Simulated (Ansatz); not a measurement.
Ta (Im-3m): band-structure transport figures

Input:

```yaml
crystal:
  lattice:
    - [-1.63794, 1.63794, 1.63794]
    - [1.63794, -1.63794, 1.63794]
    - [1.63794, 1.63794, -1.63794]
  atoms:
    - { symbol: Ta, position: [0.00000, 0.00000, 0.00000] }
```

Computed with r2SCAN, rigid bands (plane waves, PAW, scalar-relativistic; Ansatz, a program for electronic structure). Condition of this run: functional r2SCAN on the same cell. Cell: cell and atoms relaxed with PBEsol.

- density of states at the Fermi level: 1.19 states/(eV·cell), both spins
- bare Sommerfeld coefficient: 2.8 mJ/(mol of atoms·K²)
- Drude plasma energy: 9.1 eV
- root-mean-square Fermi velocity: 6.9e5 m/s
- resistivity times τ: 5.9 ×10⁻²² Ω·m·s
- resistivity times mean free path: 4.2 ×10⁻¹⁶ Ω·m²

A metal at this level (no band gap); rigid bands, thermally averaged at 300 K, both spins. Spin-orbit coupling is left out, which matters with elements this heavy. τ is one relaxation time for all states; the product of resistivity and mean free path takes one path for all states instead.
